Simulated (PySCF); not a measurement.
PySCF 2.14.0, unrestricted BP86/def2-svp, df: Zn(F)2 triplet ([F][Zn][F]), charge 0, multiplicity 3, 3 atoms. The geometry is a generated start, not checked to be a minimum at this level.

```yaml
task: energy
method: bp86
basis: def2-svp
two_electron_scheme: density fitting
mol.max_memory: 3000 MB
mf.max_cycle: 100
mf.conv_tol: 1e-09 (default)
mf.grids.level: 3 (default)
basis_functions: 59
grid_points: 49168
```

```xyz
3

Zn     0.5667     0.0258    -0.0664
F     -0.4428     1.0713    -0.9145
F     -0.1240    -1.0970     0.9809
```

Charge 0 and multiplicity 3 are set for this test and not shown to be the ground state.

With the defaults (mf.init_guess = minao, mf.DIIS = CDIIS, mf.level_shift = 0, mf.diis = true, mf.damp = 0, mf.diis_start_cycle = 1, mf.diis_space = 8, newton = off) it converges in 15 Fock builds. One run each on 2 threads, 1 BLAS thread, with these changes:
- mf.level_shift = 0.1 Hartree
- mf.init_guess = 1e
- mf.level_shift = 1 Hartree
- mf.diis_space = 5
- newton = Hessian by the SCF's own integrals
- mf.init_guess = huckel
- mf.damp = 0.3, mf.diis_start_cycle = 4
- mf.diis = false
- mf.DIIS = EDIIS
- mf.diis = false, mf.damp = 0.7, mf.diis_start_cycle = 999

Task: Which runs fail or end elsewhere than the default run?

Result: No convergence: mf.init_guess = 1e; mf.DIIS = EDIIS; mf.level_shift = 0.1 Hartree; mf.level_shift = 1 Hartree; mf.diis = false; mf.diis = false, mf.damp = 0.7, mf.diis_start_cycle = 999 (the run ends without SCF convergence in 100 cycles). The rest reach the solution of the defaults.

```json
[
 {"setting": "the defaults", "Fock builds": "15", "end": "same solution"},
 {"setting": "mf.diis_space = 5", "Fock builds": "17", "end": "same solution"},
 {"setting": "mf.init_guess = huckel", "Fock builds": "17", "end": "same solution"},
 {"setting": "mf.damp = 0.3, mf.diis_start_cycle = 4", "Fock builds": "22", "end": "same solution"},
 {"setting": "newton = Hessian by the SCF's own integrals", "Fock builds": "71", "end": "same solution"},
 {"setting": "mf.level_shift = 0.1 Hartree", "Fock builds": "27", "end": "no convergence"},
 {"setting": "mf.init_guess = 1e", "Fock builds": "101", "end": "no convergence"},
 {"setting": "mf.DIIS = EDIIS", "Fock builds": "101", "end": "no convergence"},
 {"setting": "mf.level_shift = 1 Hartree", "Fock builds": "101", "end": "no convergence"},
 {"setting": "mf.diis = false", "Fock builds": "101", "end": "no convergence"},
 {"setting": "mf.diis = false, mf.damp = 0.7, mf.diis_start_cycle = 999", "Fock builds": "101", "end": "no convergence"}
]
```

Under newton the count holds the products with the orbital Hessian.
